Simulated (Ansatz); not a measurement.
The parent structure is SiC in the zinc blende structure (space group F-43m, No. 216; a = 4.357 Å). Axes: x, y, z lie along the cube axes.

Structures relaxed with DFT with PBEsol, PAW potentials and a 420 eV plane-wave cutoff in Ansatz (a program for electronic structure), no SOC.

Base:

Simulated powder pattern, Co Kα, λ = 1.79026 Å (kinematic, ideal powder, no thermal factors, no anomalous dispersion; the 8 strongest lines at most, above 2 %, up to 2θ = 90°):

```tsv
2θ (°)	I/Imax (%)	hkl
41.69	100	(111)
48.52	18	(200)
71.06	45	(220)
85.91	37	(311)
```

After one change:

Simulated powder pattern, Co Kα, λ = 1.79026 Å (kinematic, ideal powder, no thermal factors, no anomalous dispersion; the 8 strongest lines at most, above 2 %, up to 2θ = 90°):

```json
[
 {"2θ (°)": "41.20", "I/Imax (%)": "100"},
 {"2θ (°)": "42.20", "I/Imax (%)": "96"},
 {"2θ (°)": "48.55", "I/Imax (%)": "23"},
 {"2θ (°)": "69.69", "I/Imax (%)": "16"},
 {"2θ (°)": "71.08", "I/Imax (%)": "59"},
 {"2θ (°)": "72.49", "I/Imax (%)": "14"},
 {"2θ (°)": "84.95", "I/Imax (%)": "25"},
 {"2θ (°)": "86.95", "I/Imax (%)": "23"}
]
```

Question: Which change produced these results?
A) tensor shear ε_xy = +1.14 %
B) tensor shear ε_xy = +0.29 %
C) tensor shear ε_xy = +2.00 %
D) tensor shear ε_xy = +1.71 %

Answer: D, tensor shear ε_xy = +1.71 %. Its volume per atom is 10.33 Å³ against 10.34 Å³, and its space group is Imm2 (No. 44).

The cells carry an imposed strain or load. Whether these cells are dynamically stable was not tested.
